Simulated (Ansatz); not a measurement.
Start from Li in the bcc (W type) structure (space group Im-3m, No. 229; a = 3.435 Å).

Structures relaxed with PBE (Ansatz, a first-principles code, PAW, spin-orbit coupling left out).

Base:

Simulated powder pattern, Cu Kα1, λ = 1.54056 Å (kinematic, ideal powder, no thermal factors, no anomalous dispersion; the 8 strongest lines at most, above 2 %, up to 2θ = 90°):

```
2θ (°)  I/Imax (%)    hkl
------  ----------  -----
36.98          100  (110)
53.29           17  (200)
66.63           34  (211)
78.73           10  (220)
```

After one change:

Simulated powder pattern, Cu Kα1, λ = 1.54056 Å (kinematic, ideal powder, no thermal factors, no anomalous dispersion; the 8 strongest lines at most, above 2 %, up to 2θ = 90°):

| 2θ (°) | I/Imax (%) |
|---|---|
| 40.19 | 100 |
| 58.15 | 17 |
| 73.05 | 32 |
| 86.82 | 9.7 |

Q: Name the change that was made.
A) pressure 10 GPa
B) pressure 7.5 GPa
C) pressure 5 GPa
D) pressure −2 GPa

A: C, pressure 5 GPa. Its volume per atom is 15.93 Å³ against 20.27 Å³, and its space group is Im-3m (No. 229).

Load acts through the strain it causes; cell and atoms are relaxed under it. No phonon test of stability was made. Measured, Li leaves this structure (for fcc) near 7.5 GPa (temperature not stated; as listed in Olga Degtyareva, NATO science for peace and security series. B, Physics and biophysics (2010)).
